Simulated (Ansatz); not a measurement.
**Several settings converged on LaCoSi2 (Cm, 8 atoms in the cell)**

```
LaCoSi2
1.0
    2.12634    -8.31888     0.00000
    2.12634     8.31888     0.00000
    0.00000     0.00000     4.10450
La Co Si
2 2 4
Direct
  0.60858   0.39142   0.76218
  0.39142   0.60858   0.25000
  0.81844   0.18156   0.75000
  0.18156   0.81844   0.25000
  0.95629   0.04371   0.75000
  0.04371   0.95629   0.25000
  0.24957   0.75043   0.75000
  0.75043   0.24957   0.25000
```

Base method: PBEsol, default PAW files made with PBE (plane waves; Ansatz, a first-principles code).

Base settings: basis.ecutwfc = 30.9 Ry; kpoints.mp_grid.grid = 5 5 5; hamiltonian.xc = pbesol; hamiltonian.pseudopotentials = {kind: paw} (the program's default PAW files); scf.occupations.method = gaussian; scf.occupations.width = 0.0073 Ry.

The count of work is k-points × plane waves × bands × iterations; it is no time. Core times come from one kind of shared machine, to one figure; runs under 30 s give none.

**Shifted k-point meshes**

In this ladder: kpoints.mp_grid.shift = 0.5 0.5 0.5.

Only quantities that move along the ladder and can be compared are tabulated.

| kpoints.mp_grid.grid | free energy less the last step's (meV/atom) | pressure (GPa) | largest difference of a force vector from the last step's (eV/Å) | count of work / last | core time / last (rough) |
|---|---|---|---|---|---|
| 2 2 2 | 7.99 | -4.57 | 0.240 | 0.0097 | – |
| 4 4 4 | 3.27 | -4.56 | 0.276 | 0.065 | – |
| 6 6 6 | 1.55 | -4.67 | 0.069 | 0.23 | 0.2 |
| 8 8 8 | 0.89 | -4.66 | 0.033 | 0.52 | 0.6 |
| 10 10 10 | 0.00 | -4.66 | 0.000 | 1.0 | 1 |

Coarsest kpoints.mp_grid.grid that holds the free energy within 5 meV/atom of the last step, with all finer ones: 4 4 4, at 0.065 of the last step's count of work; the step before is off by 8.0 meV/atom.

Coarsest kpoints.mp_grid.grid that holds the forces within 0.02 eV/Å: not settled: the last two steps still differ by 0.033 eV/Å, over half the tolerance, so the ladder does not show it.

Coarsest kpoints.mp_grid.grid that holds the pressure within 0.05 GPa of the last step, with all finer ones: 6 6 6, at 0.23 of the last step's count of work and about 0.2 of the last step's time; the step before is off by 0.10 GPa.

**The k-point mesh at a smearing width of 0.05 eV**

In this ladder: scf.occupations.width = 0.0037 Ry.

The second cell is the first with its lattice scaled by 0.98.

Only quantities that move along the ladder and can be compared are tabulated.

| kpoints.mp_grid.grid | free energy less the last step's (meV/atom) | energy of the compressed cell less the first (meV/atom) | pressure (GPa) | largest difference of a force vector from the last step's (eV/Å) | count of work / last |
|---|---|---|---|---|---|
| 3 3 3 | 13.37 | -5.50 | -4.36 | 0.287 | 0.049 |
| 5 5 5 | -0.37 | -8.13 | -4.71 | 0.153 | 0.17 |
| 7 7 7 | -1.69 | -7.51 | -4.63 | 0.027 | 0.49 |
| 9 9 9 | 0.00 | -7.74 | -4.66 | 0.000 | 1.0 |

Coarsest kpoints.mp_grid.grid that holds the free energy within 5 meV/atom of the last step, with all finer ones: 5 5 5, at 0.17 of the last step's count of work; the step before is off by 13 meV/atom.

Coarsest kpoints.mp_grid.grid that holds the energy of the compressed cell less the first within 1 meV/atom of the last step, with all finer ones: 5 5 5, at 0.17 of the last step's count of work; the step before is off by 2.2 meV/atom.

Coarsest kpoints.mp_grid.grid that holds the forces within 0.02 eV/Å: not settled: the last two steps still differ by 0.027 eV/Å, over half the tolerance, so the ladder does not show it.

**The mesh under tetrahedron occupations**

In this ladder: scf.occupations.method = tetrahedron; scf.occupations.width = default.

Only quantities that move along the ladder and can be compared are tabulated.

```tsv
kpoints.mp_grid.grid	free energy less the last step's (meV/atom)	largest difference of a force vector from the last step's (eV/Å)	count of work / last	core time / last (rough)
4 4 4	7.61	0.084	0.056	–
6 6 6	-0.95	0.021	0.16	0.1
10 10 10	0.01	0.045	0.59	0.6
12 12 12	0.00	0.000	1.0	1
```

Coarsest kpoints.mp_grid.grid that holds the forces within 0.01 eV/Å: not settled: the last two steps still differ by 0.045 eV/Å, over half the tolerance, so the ladder does not show it.

Coarsest kpoints.mp_grid.grid that holds the free energy within 5 meV/atom of the last step, with all finer ones: 6 6 6, at 0.16 of the last step's count of work and about 0.1 of the last step's time; the step before is off by 7.6 meV/atom.

On the base run: the starting cell comes from a database of computed structures (which also holds hypothetical and non-ambient phases and stackings), without a prior relaxation at this level. Its lattice was rescaled by up to half a per cent. One atom was moved a little off its site on purpose. Spin polarisation is off. In the base run, with a pressure of about -5 GPa the cell is away from its equilibrium volume at this level. Ansatz's pressure includes its estimate of the finite-basis (Pulay) stress.

Keys are those of Ansatz 0.2.
